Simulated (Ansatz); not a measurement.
**Co4N (Pm-3m, No. 221, 5 atoms in the cell; start mp-1206425)**

Computed with LDA (Ansatz, a quantum-chemistry and plane-wave program, PAW).

Numerical settings: plane-wave cutoff 520 eV, 16×16×16 k mesh, Fermi–Dirac smearing 0.05 eV, spin-polarised start, scalar-relativistic PAW data made under PBE.

Cell (relaxed at this level):

Co4N has the cubic space group Pm-3m (No. 221), Pearson symbol cP5. Cell: a = b = c = 3.631 Å, α = β = γ = 90.00°. Co1 on 3d has 2 N at 1.815 Å and 12 Co at 2.567 Å. Co2 on 1b is coordinated by 12 Co at 2.567 Å (cuboctahedral). N on 1a is surrounded by 6 Co at 1.815 Å (octahedral). (Neighbours: up to the widest gap in distance over summed covalent radii, below 1.35, at either atom; cation-cation and far metal-metal contacts left out.)

For Co4N (Pm-3m, No. 221, 5 atoms in the cell; start mp-1206425), the band gap is none. The bulk modulus B0 is 275 GPa.

Note: the magnetic order was assumed, not searched for or taken from measurement; the relaxation could not lower the start's symmetry, so the cell can be a saddle point above a distorted one; the bulk modulus is −V dP/dV from two relaxed cells at ±2 % in volume.

It cost about 6 core-minutes (a rough figure) of CPU time.

A start named mp-… is a Materials Project structure, which need not be a measured phase.
